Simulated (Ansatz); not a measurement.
MgS (Fm-3m): ε∞ = 5.530, static ε₀ = 14.81, effective LO energy 49.2 meV, electron mass 0.365 mₑ (band masses from r2SCAN with spin-orbit coupling, rigid bands run with Ansatz, an electronic-structure program, cell and atoms relaxed with r2SCAN; dielectric constants and zone-centre modes from PBEsol run with Ansatz on its own relaxed cell).

Problem. Work out the Fröhlich coupling α = (1/ε∞ − 1/ε₀) √(m Ry/ħω_LO) and what it means for transport at 300 K.

Solution. 1/ε∞ − 1/ε₀ = 0.113 and √(m × 13.606 eV/ħω) = 10.0, so α = 1.14; in weak coupling the polaron mass is about m(1 + α/6). No mobility is given: intermediate coupling to a stiff mode, where neither simple mobility formula holds.

Model: isotropic Fröhlich coupling of one parabolic band to one effective longitudinal optical (LO) phonon, from the dielectric constants and phonon modes at the zone centre, chosen so that α equals the sum over the polar modes. Acoustic, nonpolar, intervalley and impurity scattering are left out, and they lower the mobility further; with several valleys or bands the averaged mass is a rough stand-in. Semilocal functionals tend to overestimate ε∞, which makes α low and the mobility high.
